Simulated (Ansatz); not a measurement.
## Cs2AgBiBr6: stress against strain

Cs2AgBiBr6 (Fm-3m, 35.005 Å³/atom and stress up to 0.01 GPa in the relaxed cell) under an equal strain ε in the (001) plane with the normal axis free, as in a coherent film. PBEsol in Ansatz, a plane-wave DFT program (PAW, default set), 420 eV, 5×5×5 Γ-centred mesh, Fermi-Dirac smearing 0.05 eV; ions are relaxed, or left where forces stay under 0.02 eV/Å, within the symmetry of each cell. Stress is positive for a compressed cell.

Here s stands for strain and y for stress xx.

```csv
strain (%),stress xx (GPa)
-3.00,?
-1.50,0.86
-0.75,0.40
0.00,0.00
0.75,-0.35
1.50,-0.65
```

The 5 complete rows are fitted with a straight line, y against s. Means: s 0, y 0.052. About the means, the sum of products is -2.8275 and the sum of squares of s is 5.6250; the slope is their ratio. Least squares gives y = 0.052 - 0.5027·s. Residuals (row less fit): 0.054, -0.029, -0.052, -0.025, 0.052; standard error 0.057 (degrees of freedom: 3). The slope gives the biaxial elastic modulus of this plane = 50 ± 2 GPa (± standard error of the fit, which holds the terms cut off).

Question: Predict the withheld y at s = -3.00 from the fit, and compare with the calculation.

Answer: y = 0.052 - 0.5027 × (-3.00) = 1.560 GPa. The calculation gives 1.98 GPa, 0.420 GPa above the prediction (16.0 % of the range of y in the table). The row lies outside the fitted rows, so this is an extrapolation. From the scatter of the fitted rows alone, a prediction at this place has a standard error of 0.096 GPa, so the miss is 4.4 times that.

A polynomial of degree 2 through the 8 other runs of the series gives 1.94 there, so most of the miss is curvature that the fit leaves out. The primitive cell can neither tilt nor turn polar against its symmetry, as such crystals can under strain. The start is a measured cell from the literature; how it stands against other phases or cation orders wasn't checked. Spin-orbit coupling is left out, which can shift these values for the heavy elements here. Rows are the converged runs of the series near zero and its far end; series whose fitted rows scatter by over a few per cent of the range, as at a crossing or softening among them, aren't shown in this form, nor equations of state whose B0' disagrees with the runs' pressures. Most that stay on the fit to the last digits aren't either.
